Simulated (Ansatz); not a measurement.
Coverage and cell size: N on the 1x1 (111) surface of fcc Rh, one adsorbate a cell, in each cell the lowest of the starts that converged. Energies against ½ N2(g), without dispersion, zero-point or thermal terms; small cells hold the layer to their symmetry. A negative adsorption energy means that the adsorbate is more stable on the surface than in its reference.

The numbers are results of PBE (plane waves to 420 eV, PAW; Ansatz, a quantum-chemistry and plane-wave program), not measurements.

| area an adsorbate, end state | atoms | E_ads (eV) | height (Å) | Δ work function (eV) | rough cost |
|---|---|---|---|---|---|
| 6 Å², bonded to 3 Rh | 5 | 1.11 | 1.18 | (withheld) | roughly 60 core-seconds |
| 13 Å², bonded to 3 Rh | 9 | (withheld) | 1.10 | 0.88 | very roughly 4 core-minutes |
| 25 Å², bonded to 3 Rh | 17 | -0.23 | 1.06 | 0.42 | about 6 core-minutes (a rough figure) |

Task: Complete the blanks.

Result: 
- 6 Å², bonded to 3 Rh, Δ work function (eV): 2.06
- 13 Å², bonded to 3 Rh, E_ads (eV): 0.20
